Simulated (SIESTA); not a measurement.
Checking a run of SIESTA on NaGa₃ (P1, 4 atoms in the cell). The aim is a self-consistent single point with DFT, LDA PW92, numerical atomic orbitals DZP, PseudoDojo LDA standard norm-conserving potentials (rewritten from UPF to PSML).

Cell that was meant: a = 4.2753 Å, b = 4.2753 Å, c = 4.2753 Å, α = 90.00°, β = 90.00°, γ = 90.00°.

Part of the input:

```
XC.functional                LDA
XC.authors                   PW92
PAO.BasisSize                DZP
PAO.EnergyShift              0.1 Ry
MeshCutoff                   300 Ry
%block kgrid.MonkhorstPack
    6   0   0  0.0
```

Log, with long lists cut:

```
reinit: Reading from file input.fdf

reinit: System Name: NaGa3
reinit: System Label: siesta

   [... lines left out ...]
        0.000000    4.275340    0.000000
        0.000000    0.000000    4.275340

outcell: Cell vector modules (Ang)   :    4.275340    4.275340    4.275340
outcell: Cell angles (23,13,12) (deg):     90.0000     90.0000     90.0000
outcell: Cell volume (Ang**3)        :     78.1469
new_DM -- step:     1
Initializing Density Matrix...

Attempting to read DM from file... Failed...
DM filled with atomic data:

InitMesh: MESH = 48 x 48 x 48 = 110592
InitMesh: Mesh cutoff (required, used) =   300.000   348.372 Ry

stepf: Fermi-Dirac step function
        iscf     Eharris(eV)        E_KS(eV)     FreeEng(eV)     dDmax    Ef(eV) dHmax(eV)
   scf:    1    -7456.801534    -7432.120163    -7432.247601  1.193086 -0.115368 11.258342
   scf:    2    -7441.175850    -7436.973808    -7437.097863  0.139747 -0.495095  6.035179
   scf:    3    -7439.909791    -7438.654577    -7438.772575  0.127607 -0.895010  1.773270
   scf:    4    -7438.711903    -7438.694408    -7438.810893  0.041325 -1.001019  0.442392
   scf:    5    -7438.705457    -7438.700491    -7438.817612  0.008144 -0.982209  0.163228
   scf:    6    -7438.701899    -7438.701302    -7438.818653  0.003392 -0.976286  0.039541
   scf:    7    -7438.701211    -7438.701269    -7438.818710  0.001247 -0.978427  0.033464
   scf:    8    -7438.701238    -7438.701255    -7438.818720  0.000408 -0.977739  0.017245
   scf:    9    -7438.701268    -7438.701262    -7438.818722  0.000321 -0.978041  0.000309
   scf:   10    -7438.701263    -7438.701262    -7438.818722  0.000010 -0.978065  0.000460
SCF Convergence by DM+H criterion
max |DM_out - DM_in|         :     0.0000100143
max |H_out - H_in|      (eV) :     0.0004603429
SCF cycle converged after 10 iterations

Using DM_out to compute the final energy and forces

siesta: E_KS(eV) =            -7438.7013

siesta: E_KS - E_eggbox =     -7438.7013

siesta: Atomic forces (eV/Ang):
     1    0.063859   -0.130334    0.054743
     2    0.157021   -0.000721    0.036085
     3   -0.116707    0.062760    0.055744
     4   -0.145693    0.023646   -0.104682
   Tot   -0.041520   -0.044649    0.041890
   Max    0.157021
   Res    0.092840    sqrt( Sum f_i^2 / 3N )
   Max    0.157021    constrained

Stress tensor Voigt[x,y,z,yz,xz,xy] (kbar):      182.96      182.97      182.57       -0.39       -0.37        0.43
   [... lines left out ...]
siesta: FreeEng =     -7438.818722
   [... lines left out ...]
siesta:     0.000268    0.114199   -0.000243
siesta:    -0.000229   -0.000243    0.113954

siesta: Cell volume =         78.146939 Ang**3

siesta: Pressure (static):
siesta:                Solid            Molecule  Units
siesta:          -0.00124289         -0.00123052  Ry/Bohr**3
siesta:          -0.11411656         -0.11298131  eV/Ang**3
siesta:        -182.83489314       -181.01600706  kBar
```

Problem. Is this run sound? If not, what is wrong?

Solution. The run is not sound. The fault is an energy shift that confines the orbitals too tightly. A large shift gives short orbitals and a poorer basis. To fix it, use a small shift. The run converged in 10 iterations without an error; against the sound input the free energy rises by 8.66 eV/atom, the pressure goes from -3.27 to -18.28 GPa and the largest force goes from 0.123 to 0.181 eV/Å.

The sound input it was made from differs as follows (other fixes are possible):
```diff
-PAO.EnergyShift              0.1 Ry
+PAO.EnergyShift              0.005 Ry
```

With that input, the run converged in 8 iterations: free energy E − TS -7473.4405 eV; Fermi level (on the code's own zero) -4.95 eV; pressure -3.27 GPa; largest force (vector length) 0.123 eV/Å (DFT, LDA PW92, numerical atomic orbitals DZP, PseudoDojo LDA standard norm-conserving potentials (rewritten from UPF to PSML)).

On the sound input: the starting cell comes from a database of computed structures (which also holds hypothetical and non-ambient phases and stackings), without a prior relaxation at this level. Its atoms were displaced at random from the sites of space group no. 221. Values carry the incompleteness of an atom-centred basis. With a pressure of about -3 GPa the cell is away from its equilibrium volume at this level.
